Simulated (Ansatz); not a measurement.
We consider cubic perovskite RbMnF₃, described by PBEsol (plane waves, PAW; Ansatz, a program for electronic structure).

Numerical settings: plane-wave cutoff 520 eV, 8×8×8 k mesh, Fermi–Dirac smearing 0.01 eV, spin-polarised start, scalar-relativistic PAW data made under PBE.

Energies at three volumes about the minimum:

| V (Å³/atom) | E − E_lowest (meV/atom) |
|---|---|
| 14.758 | 1.35 |
| 15.059 | 0.00 |
| 15.361 | 1.26 |

### Question
Fit a parabola by hand: where is the minimum, what lattice constant follows, and what is the bulk modulus?

### Answer
Slopes: (0.00 − 1.35)/(15.059 − 14.758) = -4.485 and (1.26 − 0.00)/(15.361 − 15.059) = 4.172 meV/Å³. Curvature E″ = 2 × (4.172 − (-4.485))/(15.361 − 14.758) = 28.713 meV/Å⁶. From the middle of the first interval, the slope vanishes at V0 = 14.9085 − (-4.485)/28.713 = 15.065 Å³/atom. B = V0 E″ = 15.065 × 28.713 meV/Å³ × 0.1602 GPa per meV/Å³ = 69.3 GPa. With 5 atoms in the cube, a = (5 × 15.065)^(1/3) = 4.223 Å. The full Birch–Murnaghan fit to all volumes gives V0 = 15.059 Å³/atom and B0 = 69.2 GPa.

Measured, for comparison: equilibrium volume per atom 15.24 Å³/atom (room temperature, not corrected to a static lattice; as tabulated in Dubrovin et al. (2021), arXiv:2110.13026). Computed less measured: equilibrium volume per atom -1.2 %. A static lattice is as a rule a little smaller and stiffer than an uncorrected measurement, which can account for part of this in the equilibrium volume per atom.

Note: the magnetic order was assumed, not searched for or taken from measurement; the relaxation could not lower the start's symmetry, so the cell can be a saddle point above a distorted one.
